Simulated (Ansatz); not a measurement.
The structure below was relaxed with Kohn–Sham DFT with the r2SCAN functional, run in Ansatz (a first-principles code) with PAW and 500 eV plane waves, no spin-orbit coupling, earlier PAW set.

Space group P6₃/mmc (No. 194); a = 4.3035 Å, b = 4.3035 Å, c = 7.1223 Å, α = 90.00°, β = 90.00°, γ = 120.00°

| atom | site | symmetry | x | y | z |
|---|---|---|---|---|---|
| Sr | 2d | -6m2 | 0.6667 | 0.3333 | 0.2500 |

Problem. Write out a cell with all atoms.

Solution. 
```cif
data_Sr2
_chemical_formula_sum 'Sr2'
_space_group_name_H-M_alt 'P 1'
_space_group_IT_number 1
_cell_length_a 4.30347
_cell_length_b 4.30347
_cell_length_c 7.12230
_cell_angle_alpha 90.000
_cell_angle_beta 90.000
_cell_angle_gamma 120.000
loop_
_space_group_symop_operation_xyz
  'x, y, z'
loop_
_atom_site_label
_atom_site_type_symbol
_atom_site_fract_x
_atom_site_fract_y
_atom_site_fract_z
_atom_site_occupancy
Sr1 Sr 0.33333 0.66667 0.75000 1
Sr2 Sr 0.66667 0.33333 0.25000 1
```
This is the conventional cell.

Whether these cells are dynamically stable was not tested. The cell was made from Be by this change: Be → Sr; the result is a model cell. This is not the structure that Sr has at room temperature and ambient pressure.
